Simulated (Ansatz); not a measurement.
## Pressure series in hypothetical CdI2 type MnF2

Take MnF$_{2}$ in the CdI2 type structure (space group P-3m1, No. 164; ferromagnetic; a hypothetical phase, not in the database extracts checked; layered, stacked along the Cartesian z axis) as the base.

MnF₂ has the trigonal space group P-3m1 (No. 164), the CdI2 type structure, Pearson symbol hP3. Lattice parameters: a = 3.280 Å, b = 3.280 Å, c = 4.155 Å, α = 90.00°, β = 90.00°, γ = 120.00°. Mn on 1a is coordinated by 6 F at 2.118 Å (octahedral). F on 2d sees 3 Mn at 2.118 Å (trigonal pyramidal). (Neighbours: up to the widest gap in distance over summed covalent radii, below 1.35, at either atom; cation-cation and far metal-metal contacts left out.)

Cell and atoms are relaxed at each pressure.

Level of theory: PBEsol-D3(BJ)/PAW in Ansatz (a first-principles code), no spin-orbit coupling.

Computed cases, in order: pressure −1 GPa; 0 GPa (base); pressure 3 GPa; pressure 7 GPa; pressure 15 GPa; pressure 30 GPa; pressure 50 GPa; pressure 75 GPa; pressure 100 GPa.

Problem. Between which two neighbouring cases does the band gap open or close?

Solution. Between pressure 30 GPa (0.46 eV) and pressure 50 GPa (zero). The whole series: pressure −1 GPa: 1.53 eV; 0 GPa (base): 1.46 eV; pressure 3 GPa: 1.40 eV; pressure 7 GPa: 1.38 eV; pressure 15 GPa: 1.28 eV; pressure 30 GPa: 0.46 eV; pressure 50 GPa: zero; pressure 75 GPa: zero; pressure 100 GPa: zero.

The mesh was chosen for an insulator and is coarse for the gapless case. From pressure 15 GPa on, the axis ratios lie over 15 % from the base's, so the cell there is far from its starting form. Load acts through the strain it causes; cell and atoms are relaxed under it. Whether these cells are dynamically stable was not tested. No other phases were tried under pressure. No Hubbard U is applied and the magnetic state is the run's own (MnF2 ferromagnetic); other magnetic orders, which need larger cells, were not tried and can change the gap. Where the two band edges lie in opposite spin channels, the gap is a spin-flip gap. The D3 term's C6 switches between coordination references near this geometry, which can add small steps to energies.
